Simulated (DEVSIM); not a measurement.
Model (solved in DEVSIM): 1D drift-diffusion, Boltzmann statistics, complete ionisation; no tunnelling, impact ionisation, image-force lowering or self-heating. Metal contacts follow the ideal Schottky-Mott rule: no Fermi-level pinning, no interface dipoles.

Device: Schottky contact on n-type Si, at 300 K.

| layer (left to right) | material | thickness (μm) | Nd (cm⁻³) | τn (s) | τp (s) |
|---|---|---|---|---|---|
| 1 | Si | 1.10 | 6.6e16 | 5.7e-5 | 5.7e-5 |

Left contact: Schottky, work function 4.67 eV, emission velocity 3.9e6 cm/s. Right contact: ohmic. Voltage is applied to the left contact. Recombination: SRH at mid-gap, radiative, Auger. Gap narrowing is on: ΔEg = 6.92 meV × (l + √(l² + 0.5)), l = ln(N/1.3e17 cm⁻³), shared equally by both band edges. Mobility is μmin + (μ − μmin)/(1 + (N/Nref)^α).

The device is made up for the run: typed textbook-type constants, with dimensions and the other settings drawn at random. Values at 300 K.

| parameter | Si |
|---|---|
| gap (eV) | 1.124 |
| affinity (eV) | 4.05 |
| permittivity | 11.7 |
| Nc (cm⁻³) | 2.86e19 |
| Nv (cm⁻³) | 3.1e19 |
| μn (cm²/Vs) | 1417 |
| μp (cm²/Vs) | 470 |
| μn,min | 52 |
| μp,min | 45 |
| Nref,n | 9.7e16 |
| Nref,p | 2.2e17 |
| αn | 0.68 |
| αp | 0.72 |
| B (cm³/s) | 4.7e-15 |
| Cn (cm⁶/s) | 2.8e-31 |
| Cp (cm⁶/s) | 9.9e-32 |

One input was changed, with this effect: dark forward voltage at 100 A/cm² 0.311 → 0.511 V; potential step across the device at zero bias 0.462 → 0.662 V; dark forward voltage at 1 A/cm² 0.189 → 0.389 V; largest field in the device at zero bias 94000 → 110000 V/cm.

Q: Which change was it?
(A) constant mobility in place of the doping-dependent one
(B) doping Nd of layer 1 6.6e+16 → 6.6e+17 cm^-3
(C) Auger recombination switched off
(D) metal work function 4.67 → 4.87 eV
(E) minority lifetime in layer 1 5.7e-05 → 1.7e-06 s

A: D, metal work function 4.67 → 4.87 eV
